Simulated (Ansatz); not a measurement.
B2O3 (Cmc2₁, No. 36, 10 atoms in the cell; start mp-717; high-pressure phase)

These are LDA in Ansatz (PAW) values and carry that method's errors.

Numerical settings: plane-wave cutoff 520 eV, 8×8×8 k mesh, Fermi–Dirac smearing 0.01 eV, scalar-relativistic PAW data made under PBE.

Cell (relaxed at this level):

```
B2O3
1.0
    3.88421    -2.28881     0.00000
    3.88421     2.28881     0.00000
    0.00000     0.00000     4.09797
B O
4 6
Direct
  0.00568   0.32469   0.56765
  0.99432   0.67531   0.06765
  0.67531   0.99432   0.56765
  0.32469   0.00568   0.06765
  0.75380   0.24620   0.49923
  0.24620   0.75380   0.99923
  0.92155   0.66064   0.41903
  0.07845   0.33936   0.91903
  0.33936   0.07845   0.41903
  0.66064   0.92155   0.91903
```

```yaml
band_gap: 8.57 eV (on the SCF k mesh)
```

Note: the relaxation could not lower the start's symmetry, so the cell can be a saddle point above a distorted one.

Static lattice: no zero-point or thermal effects.

A start named mp-… is a Materials Project structure, which need not be a measured phase.

Ansatz is a quantum-chemistry and plane-wave program.
